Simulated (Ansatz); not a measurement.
Take SiC in the zinc blende structure (space group F-43m, No. 216) as the base.

```
SiC
1.0
    0.00000     2.17817     2.17817
    2.17817     0.00000     2.17817
    2.17817     2.17817     0.00000
Si C
1 1
Direct
  0.00000   0.00000   0.00000
  0.25000   0.25000   0.25000
```

Method: r2SCAN/PAW in Ansatz (a first-principles code), scalar-relativistic without spin-orbit coupling.

Strains are applied to the cell and any free atomic positions relax.

One change was made to it. Results:

```csv
quantity,base,after
energy relative to the base (free energy F),0 meV/atom,+28 meV/atom
gap character,"indirect, Γ → X","indirect, Γ → X"
pressure,0.0 kbar,154.8 kbar
mean gap deformation potential ΔEg/Δln V,–,+0.7 eV
```

Name the change that was made.
A) isotropic strain −1.50 %
B) isotropic strain −3.00 %
C) isotropic strain −1.00 %
D) isotropic strain −0.50 %
E) isotropic strain −2.00 %

E, isotropic strain −2.00 %. For comparison, the energy relative to the base in the other runs: isotropic strain −1.50 % gives +15 meV/atom; isotropic strain −3.00 % gives +65 meV/atom; isotropic strain −1.00 % gives +6.8 meV/atom; isotropic strain −0.50 % gives +1.7 meV/atom.

Stability against distortions was not tested.
